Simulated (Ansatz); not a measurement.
Consider TiB₂ (space group P6/mmm, No. 191; a = 3.0320 Å, c = 3.2243 Å).

(Cell as relaxed with PBE.)

Levels (all Ansatz, a quantum-chemistry and plane-wave program, PAW): PBE (420 eV, no spin-orbit coupling); r2SCAN (500 eV, without spin-orbit coupling).

Each level relaxes its own structure.

```json
[
 {"base": "volume per atom", "PBE": "8.56 Å³", "r2SCAN": "8.51 Å³"},
 {"base": "lattice parameter a", "PBE": "5.730 bohr", "r2SCAN": "5.716 bohr"},
 {"base": "band gap", "PBE": "zero", "r2SCAN": "zero"}
]
```

One thing is altered: Hf replaces 33.3 % of the Ti, ordered in a cell of 9 atoms (starting symmetry P6/mmm) and fully relaxed.

```csv
quantity,PBE,r2SCAN
shortest interatomic distance,3.275 bohr,3.267 bohr
deviation of the volume from the linear (Vegard-type) interpolation,+0.5 %,+0.5 %
mixing energy (to 0.01 eV only: unlike meshes or grids),+0.02 eV/atom,+0.02 eV/atom
band gap,zero,zero
```

PBE's shortest interatomic distance lies 0.008 bohr above r2SCAN's (0.2 %); the two agree on the deviation of the volume from the linear, mixing energy and band gap. Neither level is exact; r2SCAN is the comparison here, not a measurement.

These are small ordered cells, not random alloys; other orderings at the same x differ. No phonon test of stability was made. All final runs are without spin polarisation.
